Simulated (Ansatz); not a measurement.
System: fluorite AuAl₂. Method: r²SCAN (Ansatz, an electronic-structure program, PAW).

Output (set-up and result lines):

```
Crystal: 3 atoms, lattice volume = 52.104 Å³
Basis set: ecut = 560 eV, 1471 PW (Γ), exchange–correlation on 108×108×108 points (27 copies of the dense FFT grid, shifted against one another)
Bands: 17, of which v1, the nominal top of the filled ones, is band 13 counted from 1 (12 counted from 0)
Symmetry: 48 space group operations
Space group: Fm-3m (ITA 225), of the structure as read, at distance tolerance 3.7e-5 Å
k-points: 145 of 4096
Functional: x = r2scan, c = r2scan; τ floored in thin density (d = 2e-4 eV/Å³)
SCF iter   1: F=—  HF=-14245.715460 eV  |F-HF|=—  |Δ(HF+E_count)|=         —  Δρ=8.05e-3  dr2=5.33e-2  dr2_τ=4.03e-2
SCF iter   2: F=—  HF=-14245.748964 eV  |F-HF|=—  |Δ(HF+E_count)|=   3.35e-2  Δρ=2.70e-3  dr2=6.24e-3  dr2_τ=1.30e-3
  ...
SCF iter   8: F=—  HF=-14245.748140 eV  |F-HF|=—  |Δ(HF+E_count)|=  5.51e-10  Δρ=1.25e-6  dr2=1.62e-9  dr2_τ=1.25e-10
SCF iter   9: F=-14245.748140 eV  HF=-14245.748140 eV  |F-HF|=1.82e-12  |Δ(HF+E_count)|=  5.82e-11  Δρ=2.94e-7  dr2=5.56e-11  dr2_τ=9.37e-12
SCF 1 converged in 9 iterations: F = -14245.748140 eV  dr2 = 5.56e-11
SCF converged after 9 iterations
Free energy (F): -14245.748140 eV
Internal energy: -14245.740106 eV  (E = F + TS)
E sigma→0 (E₀):  -14245.744123 eV
Fermi energy:    11.752826 eV
--- Forces (eV/Å), atoms counted from 1 ---
  atom   1  Al     0.00000000     0.00000000    -0.00000000
  atom   2  Al     0.00000000    -0.00000000    -0.00000000
  atom   3  Au    -0.00000000     0.00000000     0.00000000
--- Stress (GPa, compression-positive) ---
        5.307436      -0.000000       0.000000
        0.000000       5.307436      -0.000000
       -0.000000      -0.000000       5.307436
  P = ⅓ Tr σ = 5.3074 GPa (53.074 kbar)
```

Q: Write an input file that could have produced this run (the log leaves some choices open).

A: Several could match; the one computed here: 
Ansatz 0.2 input:
```yaml
crystal:
  lattice:
    - [0.0, 2.9644791356, 2.9644791356]
    - [2.9644791356, 0.0, 2.9644791356]
    - [2.9644791356, 2.9644791356, 0.0]
  atoms:
    - { symbol: Al, position: [0.25, 0.25, 0.25] }
    - { symbol: Al, position: [0.75, 0.75, 0.75] }
    - { symbol: Au, position: [0.0, 0.0, 0.0] }
basis:
  ecutwfc: 560
  ecutrho_ratio: 4
  xc_grid: 3
kpoints:
  mp_grid: { grid: [16, 16, 16] }
hamiltonian:
  xc: r2scan
  dispersion: none
  pseudopotentials: { kind: paw }
scf:
  occupations: { method: fermi_dirac, width: 0.05 }
  convergence: { dr2_threshold: 0.0000000003 }
output:
  forces: true
  stress: true
  eigenvalues: true
```

The cell is one volume of an energy–volume scan, off the minimum.

The PAW data were made under PBE.
